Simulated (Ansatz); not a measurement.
Consider BN in the wurtzite structure (space group P6_3mc, No. 186; a = 2.523 Å, c = 4.175 Å). Axes: x lies along a and z along c of the hexagonal cell.

Computed with LDA (Ansatz, an electronic-structure program), scalar-relativistic without spin-orbit coupling.

Modification: uniaxial strain ε_zz = −2.40 %, all other strain components held at zero; the atoms relax in the strained cell.

Question: Predict the stress tensor and what it implies for the stiffness.

Answer: Stress of the strained cell less that of the base (GPa, compression positive):
```
   1.76    0.00    0.00
   0.00    1.76    0.00
   0.00    0.00   28.36
```

Then −Δσ_ii/ε with ε = -0.0240 gives secant stiffness values (nonlinear terms included at this strain): C33 ≈ 1180 GPa, C13 ≈ 73 GPa and C23 ≈ 73 GPa.

As a check, the harmonic strain energy −½ V₀ Δσ:ε is 12 meV/atom; the computed energy rise is 12 meV/atom.

Stability against distortions was not tested.
